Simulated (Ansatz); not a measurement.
Worked example: self-consistent single point of NbVCr (Imma, 6 atoms in the cell) in Ansatz (a quantum-chemistry and plane-wave program).

Method: LDA (PW92), PAW files made with PBE (plane waves; Ansatz).

```
NbVCr
1.0
   -2.46242     2.52027     3.50740
    2.46242    -2.52027     3.50740
    2.46242     2.52027    -3.50740
Nb V Cr
2 2 2
Cartesian
  2.46242   1.26013  -0.86801
  0.00000   1.26013   4.37542
  0.00000   2.52027   0.00000
  0.00000   0.00000   0.00000
 -1.23121   1.26013   1.75370
  1.23121   1.26013   1.75370
```

Reference input (self-consistent single point, DFT, PBEsol, plane waves, PAW files made with PBE): basis.ecutwfc = 420 eV; kpoints.mp_grid.grid = 5 5 5; hamiltonian.xc = pbesol; hamiltonian.pseudopotentials = {kind: paw} (the program's default PAW files); scf.occupations.method = fermi_dirac; scf.occupations.width = 0.1 eV. This run's input differs from it in these lines:

Ansatz 0.2 input:
```diff
@@ -18,3 +18,3 @@
 hamiltonian:
-  xc: pbesol
+  xc: lda
   pseudopotentials:
```

Output, abridged:

```
SCF iter   1: F=—  HF=-21265.926224 eV  |F-HF|=—  |Δ(HF+E_count)|=         —  Δρ=3.11e-1  dr2=1.31e2  ethr=3.10e-3  ⟨swp⟩=5.2  Hψ=4308  notcnv=0
all-band conjugate gradients solve this SCF's bands
preconditioner: auto → Kerker (q_TF=auto, 2.690 Å⁻¹)
SCF iter   2: F=—  HF=-21255.041457 eV  |F-HF|=—  |Δ(HF+E_count)|=    1.09e1  Δρ=1.14e-1  dr2=2.16e1  ethr=3.10e-3  ⟨swp⟩=4.1  Hψ=3133  notcnv=0
   [... lines left out ...]
SCF iter   7: F=—  HF=-21252.653128 eV  |F-HF|=—  |Δ(HF+E_count)|=   2.09e-4  Δρ=1.90e-4  dr2=3.54e-5  ethr=4.22e-6  ⟨swp⟩=1.8  Hψ=1373  notcnv=0
SCF iter   8: F=—  HF=-21252.653124 eV  |F-HF|=—  |Δ(HF+E_count)|=   3.55e-6  Δρ=1.19e-4  dr2=1.69e-5  ethr=4.43e-8  ⟨swp⟩=2.0  Hψ=1773  notcnv=0
SCF iter   9: F=—  HF=-21252.653123 eV  |F-HF|=—  |Δ(HF+E_count)|=   1.01e-6  Δρ=2.26e-5  dr2=5.42e-7  ethr=2.11e-8  ⟨swp⟩=2.0  Hψ=1510  notcnv=0
SCF iter  10: F=-21252.653123 eV  HF=-21252.653123 eV  |F-HF|=5.90e-8  |Δ(HF+E_count)|=   2.90e-8  Δρ=7.49e-6  dr2=6.25e-8  ethr=1.25e-10  ⟨swp⟩=6.6  Hψ=4826  notcnv=0
SCF 1 converged in 10 iterations: F = -21252.653123 eV  dr2 = 6.25e-8
Free energy (F): -21252.653123 eV
Internal energy: -21252.529026 eV  (E = F + TS)
E sigma→0 (E₀):  -21252.591074 eV
Entropy (-TS):   -0.124097 eV (-20.683 meV/atom)
Fermi energy:    17.293328 eV
--- Forces (eV/Å), atoms counted from 1 ---
  atom   1  Nb     0.00000000     0.00000000     0.01944484
  atom   2  Nb     0.00000000     0.00000000    -0.01944484
  atom   3  V      0.00000000     0.00000000     0.00000000
  atom   4  V      0.00000000    -0.00000000     0.00000000
  atom   5  Cr     0.00000000     0.00000000     0.00000000
  atom   6  Cr     0.00000000     0.00000000     0.00000000
--- Stress (GPa, compression-positive) ---
      -10.932587       0.000000       0.000000
        0.000000     -11.200301       0.000000
        0.000000       0.000000     -11.096608
  P = ⅓ Tr σ = -11.0765 GPa (-110.765 kbar)
  The stress holds the Pulay correction. Without it, at fixed plane waves, as pw.x and ABINIT print it: P = -11.1351 GPa
```

The run converged in 10 iterations. Against the reference run the pressure goes from -5.61 to -11.08 GPa and the largest force goes from 0.012 to 0.019 eV/Å.

The starting cell comes from a database of computed structures (which also holds hypothetical and non-ambient phases and stackings), without a prior relaxation at this level. Spin polarisation is off. With a pressure of about -11 GPa the cell is away from its equilibrium volume at this level. Ansatz's pressure includes its estimate of the finite-basis (Pulay) stress.
